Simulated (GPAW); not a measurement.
GPAW is run on HfGeTe (P4/nmm, 6 atoms in the cell), and the run fails. The aim is a self-consistent single point with DFT PBEsol, plane waves, GPAW PAW datasets PBEsol (made by gpaw-setup).

Input as run:

```python
from ase import Atoms
from ase.units import GPa
from gpaw import GPAW, PW

atoms = Atoms(['Hf', 'Hf', 'Te', 'Te', 'Ge', 'Ge'],
              cell=[[3.870000, 0.000000, 0.000000],
                    [0.000000, 3.870000, 0.000000],
                    [0.000000, 0.000000, 8.500000]],
              scaled_positions=[[0.000000, 0.500000, 0.241000],
                                [0.500000, 0.000000, 0.759000],
                                [0.000000, 0.500000, 0.620000],
                                [0.500000, 0.000000, 0.380000],
                                [0.000000, 0.000000, 0.000000],
                                [0.500000, 0.500000, 0.000000]],
              pbc=True)

calc = GPAW(mode=PW(550),
            xc='PBEsol',
            kpts={'size': (5, 5, 2), 'gamma': True},
            occupation={'name': 'methfessel-paxton', 'width': 0.136, 'order': 1},
            nbands=-10,
            symmetry={'symmorphic': False, 'tolerance': 0.0005},
            maxiter=150)

atoms.calc = calc

energy = atoms.get_potential_energy()
print('Energy (eV):', round(energy, 6))
forces = atoms.get_forces()
print('Forces (eV/Ang):')
print(forces.round(5))
stress = atoms.get_stress()
print('Stress (GPa, Voigt):', (stress / GPa).round(4))
```

Log, with long lists cut:

```
Traceback (most recent call last):
   [... frames left out ...]
TypeError: Unknown GPAW parameter: occupation
```

Q: Read the log: what does the program object to, and what is the fix?

A: The fault is a keyword that the program does not know. The program does not know a key of this name. To fix it, use the program's own name for the key. The program stopped before any SCF iteration.

An input that runs soundly differs in these lines (not the only fix; some lines may just follow from the change or write a value another way):
```diff
-            occupation={'name': 'methfessel-paxton', 'width': 0.136, 'order': 1},
+            occupations={'name': 'methfessel-paxton', 'width': 0.136, 'order': 1},
```

With that input, the run converged in 23 iterations: free energy E − TS (from the program's reference atoms) -37.6000 eV; Fermi level (on the code's own zero) 9.72 eV; pressure -2.03 GPa; largest force (vector length) 0.745 eV/Å (DFT PBEsol, plane waves, GPAW PAW datasets PBEsol (made by gpaw-setup)).

On the sound input: the starting cell comes from a database of published, mostly measured structures (it also holds non-ambient and calculated ones), without a prior relaxation at this level. Without a gap this mesh is coarse (it stands for a supercell whose shortest vector is 17 Å).
